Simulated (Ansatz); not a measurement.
Hypothetical P3_121 InSb: response to strain

Consider InSb (space group P3_121, No. 152; a = 4.6993 Å, c = 10.2403 Å; a hypothetical phase, not in the database extracts checked). Axes: x lies along a and z along c of the hexagonal cell.

Strains are applied to the cell and any free atomic positions relax; under biaxial strain the out-of-plane vector relaxes too; under stress the whole cell relaxes.

The values are results of DFT with PBE, PAW potentials and a 420 eV plane-wave cutoff in Ansatz (a first-principles code), no spin-orbit coupling, not measurements.

Notes on the quantities. energy relative to the base: free energy F; pressure: mean of the normal stresses, compression positive.

| change | volume per atom | energy relative to the base | pressure |
|---|---|---|---|
| base | 32.64 Å³ | 0 meV/atom | 0.0 GPa |
| biaxial strain +1.11 %, plane normal [001], relaxed out of plane | 33.03 Å³ | – | -0.4 GPa |
| isotropic strain +0.54 % | 33.17 Å³ | +1.0 meV/atom | -0.6 GPa |
| isotropic strain +0.66 % | 33.29 Å³ | +1.5 meV/atom | -0.8 GPa |
| isotropic strain +2.40 % | 35.05 Å³ | +19 meV/atom | -2.4 GPa |
| uniaxial strain ε_zz = −4.38 % | 31.21 Å³ | +11 meV/atom | 1.4 GPa |
| tensor shear ε_xz = +1.18 % | 32.64 Å³ | +1.2 meV/atom | 0.0 GPa |
| uniaxial stress, 3 GPa tension along x | 33.65 Å³ | +25 meV/atom | – |

Without a gap, meshes like the base's 12×12×5 leave anisotropic stresses uncertain by several tenths of a GPa, and small strain energies with them. Stability under load was not tested beyond the relaxation. All final runs are without spin polarisation.
